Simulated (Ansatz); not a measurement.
LaRu₂ (Fd-3m, No. 227), treated with LDA (plane waves, PAW; Ansatz, a program for electronic structure).

The input as run:

Ansatz 0.2 input:
```yaml
crystal:
  lattice:
    - [0.0, 3.7463931656, 3.7463931656]
    - [3.7463931656, 0.0, 3.7463931656]
    - [3.7463931656, 3.7463931656, 0.0]
  atoms:
    - { symbol: Ru, position: [0.625, 0.625, 0.625] }
    - { symbol: Ru, position: [0.125, 0.625, 0.625] }
    - { symbol: Ru, position: [0.625, 0.625, 0.125] }
    - { symbol: Ru, position: [0.625, 0.125, 0.625] }
    - { symbol: La, position: [0.0, 0.0, 0.0] }
    - { symbol: La, position: [0.25, 0.25, 0.25] }
basis:
  ecutwfc: 520
  ecutrho_ratio: 4
  xc_grid: 2
kpoints:
  mp_grid: { grid: [12, 12, 12] }
hamiltonian:
  xc: lda
  dispersion: none
  pseudopotentials: { kind: paw }
scf:
  occupations: { method: fermi_dirac, width: 0.05 }
output:
  forces: true
  stress: true
  eigenvalues: true
relax:
  f_tol: 0.004
  escape_saddle: false
  max_steps: 80
```

From the output:

```
WARN output.stress: scf.convergence.dr2_threshold = 1e-7 eV (the SCF's general default) is looser than the 6e-10 eV advised for a printed stress (1e-10 eV for …
Relaxation: its limit of steps is 80 (relax.max_steps)
Crystal: 6 atoms, lattice volume = 105.165 Å³
Basis set: ecut = 520 eV, 2741 PW (Γ), exchange–correlation on 80×80×80 points (8 copies of the dense FFT grid, shifted against one another)
Bands: 52, of which v1, the nominal top of the filled ones, is band 43 counted from 1 (42 counted from 0)
Symmetry: 48 space group operations
Space group: Fd-3m (ITA 227), of the structure as read, at distance tolerance 4.7e-5 Å
k-points: 72 of 1728
Functional: x = slater, c = lda
SCF iter   1: F=—  HF=-35185.847435 eV  |F-HF|=—  |Δ(HF+E_count)|=         —  Δρ=6.55e-3  dr2=2.98e-2
SCF iter   2: F=—  HF=-35185.846508 eV  |F-HF|=—  |Δ(HF+E_count)|=   9.27e-4  Δρ=3.29e-3  dr2=5.86e-3
  ...
SCF iter   6: F=—  HF=-35185.845227 eV  |F-HF|=—  |Δ(HF+E_count)|=   4.40e-7  Δρ=1.93e-5  dr2=3.71e-7
SCF iter   7: F=-35185.845227 eV  HF=-35185.845227 eV  |F-HF|=1.79e-9  |Δ(HF+E_count)|=   6.18e-8  Δρ=2.31e-6  dr2=4.06e-9
SCF 1 converged in 7 iterations: F = -35185.845227 eV  dr2 = 4.06e-9
relax step   1: F+E_penalty+E_count = -35185.84522737 eV  Δ(F+E_penalty+E_count) = +0.000e0 eV  max|allowed force component| = 4.337e-18 eV/Å  Δτ_max = 0.0000 Å  (7 SCF iters, accepted)
SCF converged after 7 iterations
Free energy (F): -35185.845227 eV
Internal energy: -35185.782110 eV  (E = F + TS)
E sigma→0 (E₀):  -35185.813669 eV
Fermi energy:    19.410590 eV
--- Forces (eV/Å), atoms counted from 1 ---
  atom   1  Ru     0.00000000     0.00000000     0.00000000
  atom   2  Ru     0.00000000    -0.00000000    -0.00000000
  atom   3  Ru     0.00000000     0.00000000     0.00000000
  atom   4  Ru     0.00000000    -0.00000000     0.00000000
  atom   5  La    -0.00000000     0.00000000    -0.00000000
  atom   6  La    -0.00000000    -0.00000000     0.00000000
--- Stress (GPa, compression-positive) ---
        3.618151       0.000000       0.000000
        0.000000       3.618151       0.000000
        0.000000       0.000000       3.618151
  P = ⅓ Tr σ = 3.6182 GPa (36.182 kbar)
```

The cell is one volume of an energy–volume scan, off the minimum.

The PAW data were made under PBE.

Note: the relaxation could not lower the start's symmetry, so the cell can be a saddle point above a distorted one. Note: the volume lies 8 % below that of the published cell.

Cost on a shared machine: very roughly 30 core-seconds.
